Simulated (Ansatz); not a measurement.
# Surface dipole against coverage: Ba on fcc Ir (111)

One Ba atom in each cell of a four-layer slab of fcc Ir (111), started at a threefold hollow (fcc) site; the adatom and the upper two layers relax, with a dipole correction. Δφ is the change of the top face's work function against the clean slab's 5.48 eV. By the Helmholtz relation an adatom's dipole is μ = |Δφ|/(0.377 eV × n) in debye, for n adatoms per nm². In Topping's model neighbouring dipoles depolarise each other, so that 1/μ = (1 + 9α·n^(3/2))/μ0 is a line in x = n^(3/2). Method: PBE (plane waves to 420 eV, PAW; Ansatz, an electronic-structure program). All cells sample the k points of the 1×1 cell's 12×12×1 mesh, with Fermi-Dirac smearing of 0.1 eV (energies taken to zero smearing), without spin polarisation or spin-orbit coupling.

| cell | x (nm⁻³) | 1/μ (1/D) | n (nm⁻²) | Δφ (eV) |
|---|---|---|---|---|
| 4×3 | 1.45 | 0.166 | 1.28 | -2.90 |
| 3×3 | 2.24 | 0.186 | 1.71 | -3.46 |
| 4×2 | 2.68 | 0.211 | 1.93 | -3.44 |
| 3×2 | 4.12 | 0.252 | 2.57 | -3.84 |
| 2×2 | 7.55 | ? | 3.85 | ? |

Fit 1/μ of the 4 rows that show it with a straight line. With u = x - 2.6, the rows have u = -1.1500, -0.3600, 0.0800, 1.5200. Means: u 0.022500, 1/μ 0.2037. About the means, the sum of products is 0.12372 and the sum of squares of u is 3.7669; the slope is their ratio. Least squares gives 1/μ = 0.2030 + 0.03284·u. Residuals (row less fit): 0.0008, -0.0052, 0.0054, -0.0009; standard error 0.0053 (degrees of freedom: 2). At x = 0 the line gives 1/μ0 = 0.118, so a lone adatom carries about 8.5 D, its positive end outward; slope over intercept is 9α, which puts α at roughly 31 Å³, a figure that hangs on Δφ's last digit.

What does the fit predict for 1/μ at x = 7.55, and how far is the calculated value from it?

u = 4.9500, so 1/μ = 0.2030 + 0.03284 × 4.9500 = 0.3656 1/D. The calculation gives 0.413 1/D, 0.0474 1/D above the prediction (19.2 % of the range of 1/μ in the table). The row lies outside the fitted rows, so this is an extrapolation.

The model takes a square or triangular net of point dipoles; the 4×2, 3×2 and 4×3 nets are stretched, and dense layers bond among themselves. Only series are tabulated where Δφ keeps its sign and exceeds 0.12 eV, and the fitted rows scatter about the line by under a tenth of the table's range (standard error).

As a change of work function, the prediction is 0.377 × 3.85/0.366 = 3.97 eV in size, against 3.51 eV from the run.

Each row is one calculation, so residuals can be the form's limits or numerical noise.
